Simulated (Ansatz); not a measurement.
**Amorphous Si24O48Cu3**

A CHGNet melt-quench gave the starting glass, which DFT then relaxed. O atoms were pushed apart under 1.9 Å during the dynamics, to hinder bonds among them. The hot cell started wider than the set density and was brought back towards it in steps. It is the lowest in DFT energy of 2 quenches. It is a model cell: composition and starting density were chosen by hand, and all elements were melted together. No dispersion term was used.

Methods: PBE, scalar-relativistic without spin-orbit coupling (Ansatz, a program for electronic structure); r2SCAN, scalar-relativistic without spin-orbit coupling (Ansatz); HSE06, scalar-relativistic without spin-orbit coupling (Ansatz). Geometry, pressure, stress and energy are those of the PBE run. Its sampling: a 2×2×2 Γ-centred mesh; Fermi-Dirac width 0.02 eV; collinear spin, started from a total moment of 1 μB (at the end a net moment of 1.0 μB). Other functionals are single points at the zone centre (r2SCAN at 500 eV; exact exchange cut at the cell's faces), free to take moments where seeds were set. In the spin-polarised cell the level spacing at the Fermi energy can part levels of unlike spin. At PBE the levels at the empty edge of the gap are localised (band-tail or defect states), and the nearest spread-out levels lie 2.6 eV apart at the zone centre.

| Quantity | Value |
|---|---|
| Number of atoms in the cell | 75 |
| Density (held, not predicted) | 2.42 g/cm³ |
| Volume per atom | 14.95 Å³ |
| Pressure on a 2×2×2 Γ-centred mesh | 0.80 GPa |
| Largest force and stress component on that mesh (the relaxation ran on the zone centre alone) | 0.03 eV/Å and 2.1 GPa |
| Energy relative to alpha cristobalite + fcc Cu (lowest mix at this level among the phases computed, not always the ambient ones) | 0.207 eV/atom |
| Level spacing at the Fermi energy on a 2×2×2 Γ-centred mesh (PBE) | 0.65 eV |
| Level spacing at the Fermi energy at the zone centre (PBE) | 0.67 eV |
| Level spacing at the Fermi energy at the zone centre (r2SCAN) | 1.00 eV |
| Level spacing at the Fermi energy at the zone centre (HSE06) | 2.11 eV |
| Net moment | 1.00 μB |

Neighbours within Si-Si 2.60 Å, Si-O 1.96 Å, Si-Cu 2.67 Å, O-O 1.58 Å, O-Cu 2.38 Å, Cu-Cu 2.90 Å count as bonded. Two cations that share two anions don't count as bonded, nor two that share one unless they lie closer than Si-Si 2.38 Å, Si-Cu 2.60 Å, Cu-Cu 2.82 Å.

```
Quantity                                                                                                       Value
---------------------------------  ---------------------------------------------------------------------------------
Mean coordination of Si by anions           3.92 (1 with 2, 23 with 4); 1 close contacts or bonds to cations besides
Mean coordination of O                                                                    2.08 (44 with 2, 4 with 3)
Mean coordination of Cu by anions  2.00 (1 with 1, 1 with 2, 1 with 3); 3 close contacts or bonds to cations besides
Mean Si-O bond                                                                  1.640 Å (spread 0.032 Å, 94 counted)
Mean O-Cu bond                                                                   1.958 Å (spread 0.162 Å, 6 counted)
```

Its density started from a set value of 2.42 g/cm³. The quench (nominally 480 K/ps over its main leg) was far faster than any real one, so the model tends to hold more defects than a real film. A cell of this size samples the disorder only roughly. The volume was held where the preparation left it, at a PBE pressure of 0.8 GPa. Stress components on the final sampling reach 2.1 GPa.
